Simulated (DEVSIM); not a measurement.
System: abrupt Si p-n junction, at 400 K.

Layer 1 from the left is Si, thickness (μm) 81.0, Na (cm⁻³) 7.1e18, τn (s) 0.00088, τp (s) 0.00088. Layer 2 from the left is Si, thickness (μm) 0.350, Nd (cm⁻³) 7.7e17, τn (s) 0.00088, τp (s) 0.00088.

Left contact: ohmic. Right contact: ohmic. Voltage is applied to the left contact. Recombination: SRH at mid-gap, radiative, Auger. Mobility is constant in doping.

The device is made up for the run: typed textbook-type constants, with dimensions and the other settings drawn at random. Values at 300 K; Nc and Nv go as T^1.5, mobilities as T to minus their exponent, the gap by Varshni's rule with the affinity fixed.

Si: gap (eV) 1.124, affinity (eV) 4.05, permittivity 11.7, Nc (cm⁻³) 2.86e19, Nv (cm⁻³) 3.1e19, μn (cm²/Vs) 1417, μp (cm²/Vs) 470, T exponent of μn 2.3, T exponent of μp 2.2, B (cm³/s) 4.7e-15, Cn (cm⁶/s) 2.8e-31, Cp (cm⁶/s) 9.9e-32, Varshni α (eV/K) 0.000473, Varshni β (K) 636.

Problem. Estimate by hand the built-in potential, the peak field at zero bias, and compare with a numerical solution.

Solution. 
- Built-in potential: ni = √(Nc Nv) exp(−Eg/2kT) = 5.68e12 cm⁻³ with Eg = 1.096 eV; Vbi = kT/q ln(Na Nd/ni²) = 0.891 V; numerical 0.891 V.
- Peak field at zero bias: depletion approximation: W = √(2εVbi/(qN)) = 0.0407 μm with N = 6.95e17 cm⁻³; field = 2Vbi/W = 438000 V/cm; numerical 424000 V/cm (estimate above by 3.2 %).

Simulated with DEVSIM: 1D drift-diffusion, Boltzmann statistics, complete ionisation; no tunnelling, impact ionisation, image-force lowering or self-heating.
